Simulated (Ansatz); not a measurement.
The starting structures come from a database of crystals and need not be the phases stable at ambient conditions.

 Where the default PAW files enter, the runs use the earlier of Ansatz's two default sets.

Tunnelling through a barrier is set by its complex band structure: the current falls as exp(−2κd) with the smallest κ.

Input:

```
ZrO2
1.0
    5.27144     0.00000     0.00000
    0.00000    10.09309     0.00000
    0.00000     0.00000     5.09813
Zr O
8 16
Direct
  0.03410   0.38445   0.75305
  0.96590   0.61555   0.24695
  0.53410   0.61555   0.74695
  0.46590   0.38445   0.25305
  0.96590   0.11555   0.25305
  0.03410   0.88445   0.74695
  0.46590   0.88445   0.24695
  0.53410   0.11555   0.75305
  0.37471   0.28992   0.62781
  0.62529   0.71008   0.37219
  0.87471   0.71008   0.87219
  0.12529   0.28992   0.12781
  0.62529   0.21008   0.12781
  0.37471   0.78992   0.87219
  0.12529   0.78992   0.37219
  0.87471   0.21008   0.62781
  0.73877   0.47759   0.99746
  0.26123   0.52241   0.00254
  0.23877   0.52241   0.50254
  0.76123   0.47759   0.49746
  0.26123   0.02241   0.49746
  0.73877   0.97759   0.50254
  0.76123   0.97759   0.00254
  0.23877   0.02241   0.99746
```

Space group of this cell: Pbca. The cell is taken as given.

Transport runs along the normal of the first two printed cell vectors.

No gap correction and no spin-orbit coupling; mid-gap values are interpolated between computed energies.

Predict the band gap and the smallest decay constant κ at mid-gap from r2SCAN run with Ansatz (a quantum-chemistry and plane-wave program).

Gap 4.30 eV on a 6×4×6 mesh; κ = 0.438 1/Å, at (0.000, 0.500) of the in-plane reciprocal vectors. At the zone centre, at the nearest computed energy, the slowest state has κ = 0.44 1/Å.
